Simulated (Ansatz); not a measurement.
**What uniaxial strain ε_zz = −2.50 % does to Y**

Consider Y in the hcp (Mg type) structure (space group P6_3/mmc, No. 194; a = 3.594 Å, c = 5.610 Å; relaxed with 0.1 eV smearing). Axes: x lies along a and z along c of the hexagonal cell.

One thing is altered: uniaxial strain ε_zz = −2.50 %, all other strain components held at zero; the atoms relax in the strained cell.

Method: PBEsol, PAW, 420 eV (Ansatz, a first-principles code; without spin-orbit coupling). Γ-centred 18×18×11 mesh, Fermi–Dirac width 0.1 eV.

The volume per atom shrinks by 0.78 Å³ to 30.60 Å³ and the space group is still P6_3/mmc (No. 194). The shortest interatomic distance decreases by 0.056 Å to 3.433 Å and the energy goes up by 5.2 meV/atom. The pressure (mean of the normal stresses, compression positive) goes from zero to 1.1 GPa and the band gap stays zero. The stress (xx, yy, zz, yz, xz, xy; compression positive) is (0.6, 0.6, 2.2, 0.0, 0.0, 0.0) GPa.

No phonon test of stability was made. The final runs are not spin-polarised.
